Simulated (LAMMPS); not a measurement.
MD of SiO2 (stishovite, a high-pressure form) at zero pressure over temperature, 1050 atoms; each row names its start.

Computed with classical MD, pair style vashishta, file SiO.1994.vashishta (LAMMPS).

| T (K), start | state | volume | enthalpy | first peak of g(r), O-Si | coordination number of O by Si |
|---|---|---|---|---|---|
| 100, crystal | solid that has left the starting structure; no diffusion seen in 30 ps | 14.9839 ± 0.0003 Å³/atom | -7.2868 ± 0.0001 eV/atom | 1.61 Å, height 29.4 | 1.91 (counted to 2.06 Å) |
| 200, crystal | solid that has left the starting structure; no diffusion seen in 30 ps | 15.6975 ± 0.0009 Å³/atom | -7.3041 ± 0.0001 eV/atom | 1.61 Å, height 28.0 | 1.92 (counted to 2.06 Å) |
| 300, crystal | solid that has left the starting structure; no diffusion seen in 30 ps | 15.602 ± 0.002 Å³/atom | -7.2814 ± 0.0003 eV/atom | 1.61 Å, height 25.8 | 1.92 (counted to 2.06 Å) |
| 1080, crystal | solid that has left the starting structure; no diffusion seen in 30 ps | 16.60 ± 0.05 Å³/atom | -7.151 ± 0.005 eV/atom | 1.61 Å, height 19.2 | 1.94 (counted to 2.30 Å) |
| 1440, crystal | solid that has left the starting structure; no diffusion seen in 30 ps | 17.11 ± 0.03 Å³/atom | -7.081 ± 0.003 eV/atom | 1.61 Å, height 17.3 | 1.94 (counted to 2.26 Å) |
| 1800, crystal | solid that has left the starting structure; no diffusion seen in 30 ps | 17.78 ± 0.02 Å³/atom | -6.984 ± 0.004 eV/atom | 1.61 Å, height 16.1 | 1.94 (counted to 2.34 Å) |
| 2160, crystal | solid that has left the starting structure; no diffusion seen in 30 ps | 18.31 ± 0.10 Å³/atom | -6.895 ± 0.008 eV/atom | 1.61 Å, height 15.5 | - |
| 2520, crystal | slow or partial motion within 30 ps, no clear phase | 19.57 ± 0.03 Å³/atom | -6.768 ± 0.004 eV/atom | 1.60 Å, height 15.4 | - |
| 1320, melt | viscous melt or glass; no diffusion seen in 60 ps | 17.97 ± 0.03 Å³/atom | -7.112 ± 0.002 eV/atom | 1.61 Å, height 18.8 | 1.94 (counted to 2.38 Å) |
| 1680, melt | viscous melt or glass; no diffusion seen in 60 ps | 17.89 ± 0.04 Å³/atom | -7.025 ± 0.004 eV/atom | 1.61 Å, height 16.9 | 1.95 (counted to 2.50 Å) |
| 1920, melt | viscous melt or glass; no diffusion seen in 60 ps | 17.70 ± 0.02 Å³/atom | -6.967 ± 0.002 eV/atom | 1.61 Å, height 15.8 | 1.95 (counted to 2.50 Å) |
| 2160, melt | slow or partial motion within 60 ps, no clear phase | 18.51 ± 0.02 Å³/atom | -6.8936 ± 0.0010 eV/atom | 1.61 Å, height 15.7 | 1.94 (counted to 2.54 Å) |
| 2400, melt | slow or partial motion within 60 ps, no clear phase | 19.43 ± 0.07 Å³/atom | -6.812 ± 0.004 eV/atom | 1.60 Å, height 15.7 | 1.93 (counted to 2.50 Å) |
| 2640, melt | liquid | 19.33 ± 0.06 Å³/atom | -6.729 ± 0.002 eV/atom | 1.60 Å, height 15.2 | - |

Caution: with SiO.1994.vashishta the 0 K volume of this crystal is 40 % off the measured one.

Caution (rows 1080, crystal; 1440, crystal; 1800, crystal; 2160, crystal; 2520, crystal; 1320, melt; 1680, melt; 1920, melt; 2160, melt; 2640, melt): enthalpy drifts during the constant-pressure average: a transition or slow ageing; fluctuation values are void.

Caution (row 2640, melt): a run this short can hold a crystal over, or a liquid under, the potential's own melting point, which these runs don't give.

States go by the mean squared displacement: a species diffuses where it passes 1.5 Å², still rises and gives D over 1e-6 cm²/s; a crystal has left its structure where atoms lie 0.35 Å off their sites on average or a cubic box changes its shape by 3 %, or the axial ratios of another lie 8 % off the starting cell's, which the potential's own relaxation can also do.

The ± values are statistical; the model's systematic error is not in them.
